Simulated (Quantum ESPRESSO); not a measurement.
A self-consistent single point of AlP (F-43m, 2 atoms in the cell) with Quantum ESPRESSO.

Level of theory: PBE, PseudoDojo standard norm-conserving (PBE) pseudopotentials (plane waves; Quantum ESPRESSO).

The change in words: lattice scaled by 0.98. Reference geometry:
```xyz
2
Lattice="-2.6924 0.0000 2.6924 0.0000 2.6924 2.6924 -2.6924 2.6924 0.0000" Properties=species:S:1:pos:R:3 pbc="T T T"
Al     0.0000     0.0000     0.0000
P     -4.0386     4.0386     4.0386
```

Reference input (self-consistent single point, DFT, PBE, plane waves, PseudoDojo standard norm-conserving (PBE) pseudopotentials): ecutwfc = 45 Ry; occupations = smearing; smearing = fd; degauss = 0.0036749 Ry; potentials = {Al: Al.upf, P: P.upf}; K_POINTS = automatic 9 9 9 0 0 0; conv_thr = 1e-11 Ry; mixing_beta = 0.3. This run's input differs from it in these lines:

```diff
@@ -10,3 +10,3 @@
    ibrav = 2
-   celldm(1) = 10.1759030605
+   celldm(1) = 9.9723833364
    nat = 2
```

Output, abridged:

```
     Self-consistent Calculation

     iteration #  1     ecut=    45.00 Ry     beta= 0.30

     total energy              =     -18.56294109 Ry
     estimated scf accuracy    <       0.09781264 Ry

     iteration #  2     ecut=    45.00 Ry     beta= 0.30

     total energy              =     -18.56040664 Ry
     estimated scf accuracy    <       0.02741769 Ry

     iteration #  3     ecut=    45.00 Ry     beta= 0.30

     total energy              =     -18.56333054 Ry
     estimated scf accuracy    <       0.00249511 Ry

   [... 6 blocks of this kind left out ...]

     iteration # 10     ecut=    45.00 Ry     beta= 0.30

     total energy              =     -18.56350694 Ry
     estimated scf accuracy    <          4.5E-11 Ry

     iteration # 11     ecut=    45.00 Ry     beta= 0.30
     End of self-consistent calculation

     the Fermi energy is     6.7793 ev

!    total energy              =     -18.56350694 Ry
     estimated scf accuracy    <          1.2E-13 Ry
     smearing contrib. (-TS)   =      -0.00000000 Ry
     internal energy E=F+TS    =     -18.56350694 Ry

     convergence has been achieved in  11 iterations

     Forces acting on atoms (cartesian axes, Ry/au):

     atom    1 type  1   force =     0.00000000   -0.00000000    0.00000000
     atom    2 type  2   force =     0.00000000    0.00000000    0.00000000

     Total force =     0.000000     Total SCF correction =     0.000000

          total   stress  (Ry/bohr**3)                   (kbar)     P=      136.52
   0.00092805  -0.00000000   0.00000000          136.52       -0.00        0.00
  -0.00000000   0.00092805  -0.00000000           -0.00      136.52       -0.00
   0.00000000  -0.00000000   0.00092805            0.00       -0.00      136.52

   JOB DONE.
```

The run converged in 11 iterations. Against the reference run the free energy goes up by 70.4 meV/atom, the pressure goes from 6.34 to 13.65 GPa and the gap on the mesh goes from 1.575 to 1.447 eV.

The starting cell comes from a database of computed structures (which also holds hypothetical and non-ambient phases and stackings), without a prior relaxation at this level. Its lattice was rescaled by a random factor within 2.5 % of one. For this run, on top of that: lattice scaled by 0.98. With a pressure of about 14 GPa the cell is away from its equilibrium volume at this level.
